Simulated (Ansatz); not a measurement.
An Ansatz (a quantum-chemistry and plane-wave program) run: NiSi; Ansatz PBEsol, scalar-relativistic without spin-orbit coupling, earlier PAW set.

Input:

Ansatz 0.2 input:
```yaml
crystal:
  lattice:
    - [5.1047112111, 0, 0]
    - [0, 3.3601124053, 0]
    - [0, 0, 5.5038385174]
  atoms:
    - { symbol: Ni, position: [0.5094117234, 0.25, 0.6869163196] }
    - { symbol: Ni, position: [0.0094117234, 0.25, 0.8130836804] }
    - { symbol: Ni, position: [0.4905882766, 0.75, 0.3130836804] }
    - { symbol: Ni, position: [0.9905882766, 0.75, 0.1869163196] }
    - { symbol: Si, position: [0.6787832459, 0.25, 0.0872158842] }
    - { symbol: Si, position: [0.1787832459, 0.25, 0.4127841158] }
    - { symbol: Si, position: [0.3212167541, 0.75, 0.9127841158] }
    - { symbol: Si, position: [0.8212167541, 0.75, 0.5872158842] }
basis: { ecutwfc: 420, ecutrho_ratio: 4, xc_grid: 2, fft_grid_basis: typed }
kpoints: { mp_grid: { grid: [9, 14, 9] } }
hamiltonian:
  xc: pbesol
  dispersion: none
  pseudopotentials: { azcp: { folder: ./paw }, kind: paw }
scf: { occupations: { method: fermi_dirac, width: 0.05 }, convergence: { dr2_threshold: 0.0000000008 } }
output: { forces: true, stress: true }
```

Output:

```
WARN ansatz: RAYON_NUM_THREADS=1 ignored (pool sized by the plan → 1); use --threads N
Pseudopotentials: kind: paw
Pseudopotential: Ni, paw, valence charge 18
Pseudopotential: Si, paw, valence charge 4
Functional definition: PBEsol
Crystal: 8 atoms, lattice volume = 94.404 Å³
Basis set: ecut = 420 eV, 1837 PW (Γ), exchange–correlation on 72×48×80 points (8 copies of the dense FFT grid, shifted against one another)
Bands: 52, of which v1, the nominal top of the filled ones, is band 44 counted from 1 (43 counted from 0)
Symmetry: 8 space group operations
Space group: Pnma (ITA 62), of the structure as read, at distance tolerance 4.6e-5 Å
k-points: 200 of 1134
PAW frozen core: Ni, regenerated for the run's functional, and the local potential with it
PAW frozen core: Si, regenerated for the run's functional, and the local potential with it
Initial density: superposition of atomic densities (chi_scale 0.1, normalization cell, long waves kept (reshape's long-wave potential 0.00 eV rms))
Initial wavefunctions: pseudopotential atomic-orbital guess
Eigensolver: davidson
Functional: x = pbesol(κ = 0.804, μ = 0.12345679012345678), c = pbesol(β = 0.046)
SCF iter   1: F=—  HF=-25712.217974 eV  |F-HF|=—  |Δ(HF+E_count)|=         —  Δρ=7.74e-2  dr2=6.92e0  ethr=3.10e-3  ⟨swp⟩=7.2  Hψ=41344  notcnv=0  defer=19
all-band conjugate gradients solve this SCF's bands
preconditioner: auto → Kerker (q_TF=auto, 2.697 Å⁻¹)
SCF iter   2: F=—  HF=-25711.252208 eV  |F-HF|=—  |Δ(HF+E_count)|=   9.66e-1  Δρ=3.48e-2  dr2=1.90e0  ethr=3.10e-3  ⟨swp⟩=2.1  Hψ=13582  notcnv=0  defer=358
SCF iter   3: F=—  HF=-25710.710465 eV  |F-HF|=—  |Δ(HF+E_count)|=   5.42e-1  Δρ=2.15e-2  dr2=4.63e-1  ethr=2.16e-3  ⟨swp⟩=2.2  Hψ=16677  notcnv=0  defer=358
SCF iter   4: F=—  HF=-25710.629903 eV  |F-HF|=—  |Δ(HF+E_count)|=   8.06e-2  Δρ=6.15e-3  dr2=2.10e-2  ethr=5.26e-4  ⟨swp⟩=2.9  Hψ=17379  notcnv=0  defer=350
SCF iter   5: F=—  HF=-25710.629051 eV  |F-HF|=—  |Δ(HF+E_count)|=   8.52e-4  Δρ=1.22e-3  dr2=1.44e-3  ethr=2.39e-5  ⟨swp⟩=2.5  Hψ=16543  notcnv=0  defer=333
SCF iter   6: F=—  HF=-25710.629223 eV  |F-HF|=—  |Δ(HF+E_count)|=   1.72e-4  Δρ=5.26e-4  dr2=2.46e-4  ethr=1.64e-6  ⟨swp⟩=2.5  Hψ=18499  notcnv=0  defer=333
SCF iter   7: F=—  HF=-25710.629207 eV  |F-HF|=—  |Δ(HF+E_count)|=   1.57e-5  Δρ=9.48e-5  dr2=8.85e-6  ethr=2.79e-7  ⟨swp⟩=2.5  Hψ=15477  notcnv=0  defer=333
SCF iter   8: F=—  HF=-25710.629209 eV  |F-HF|=—  |Δ(HF+E_count)|=   2.36e-6  Δρ=2.80e-5  dr2=5.63e-7  ethr=1.01e-8  ⟨swp⟩=2.6  Hψ=17675  notcnv=0  defer=333
SCF iter   9: F=—  HF=-25710.629215 eV  |F-HF|=—  |Δ(HF+E_count)|=   5.37e-6  Δρ=4.01e-6  dr2=1.14e-8  ethr=6.40e-10  ⟨swp⟩=2.5  Hψ=18151  notcnv=0  defer=333
SCF iter  10: F=-25710.629215 eV  HF=-25710.629215 eV  |F-HF|=3.89e-10  |Δ(HF+E_count)|=   3.94e-9  Δρ=1.18e-6  dr2=7.90e-10  ethr=1.00e-12  ⟨swp⟩=3.4  Hψ=47589  notcnv=0
SCF 1 converged in 10 iterations: F = -25710.629215 eV  dr2 = 7.90e-10
SCF converged after 10 iterations
Free energy (F): -25710.629215 eV
Harris-Foulkes:  -25710.629215 eV  (|F-HF|=3.89e-10)
Internal energy: -25710.610780 eV  (E = F + TS)
E sigma→0 (E₀):  -25710.619997 eV
Entropy (-TS):   -0.018435 eV (-2.304 meV/atom)
Fermi energy:    14.981355 eV
--- Per-component energies (eV) ---
  E_band       = -1283.232188
  E_kinetic    = 1547.731135
  E_local      = -14912.959139  (includes V_loc(G=0)·N_el)
  E_nonlocal   = -381.031222
  E_hartree    = 7819.387837
  E_xc         = -684.324220
  E_vxc        = -788.593968  (∫ρ·V_xc dr)
  E_paw        = -8474.591340  (= ΣΔE_a)
  E_vpaw       = -2387.155764  (= ΣTr[D̂ρ^β])
  E_aug_tail   = 0.003573  (compensation charges beyond the density's cutoff)
  E_ewald      = -10625.742804
  E_core_change = 0.915400  (= ΣΔE_core)
  E_smearing   = -0.018435  (= −TS)
  E_closure    = -0.000000  (closes the sum)
  Σ components = -25710.629215   (vs F -25710.629215, Δ=0.00e0)
  [band-id]    e_kinetic+e_local+e_nonlocal+2·e_hartree+e_vxc+e_vpaw+e_augmentation_tail = -1283.229711   (vs E_band -1283.232188, Δ=2.48e-3)
--- Forces (eV/Å), atoms counted from 1 ---
  atom   1  Ni    -0.00007408     0.00000000    -0.00004251
  atom   2  Ni    -0.00007408     0.00000000     0.00004251
  atom   3  Ni     0.00007408     0.00000000     0.00004251
  atom   4  Ni     0.00007408     0.00000000    -0.00004251
  atom   5  Si    -0.00004874     0.00000000     0.00002350
  atom   6  Si    -0.00004874    -0.00000000    -0.00002350
  atom   7  Si     0.00004874    -0.00000000    -0.00002350
  atom   8  Si     0.00004874    -0.00000000     0.00002350
  max |Σ_I F_I| component: 1.73e-17 eV/Å
--- Stress (GPa, compression-positive) ---
        0.001123       0.000000       0.000000
        0.000000       0.000394       0.000000
        0.000000       0.000000       0.001586
  P = ⅓ Tr σ = 0.0010 GPa (0.010 kbar)
  The stress holds the Pulay correction. Without it, at fixed plane waves, as pw.x and ABINIT print it: P = -0.0382 GPa
  The stress includes an estimate of the error left by incomplete SCF convergence (largest component -0.0006 GPa).
--- Band table ---
  band table: none
```

Whether these cells are dynamically stable was not tested. Starting moments died away, wholly or in part, for the base; another magnetic solution may exist. All final runs are without spin polarisation. The cell is NiSi (space group Pnma, No. 62; non-magnetic).
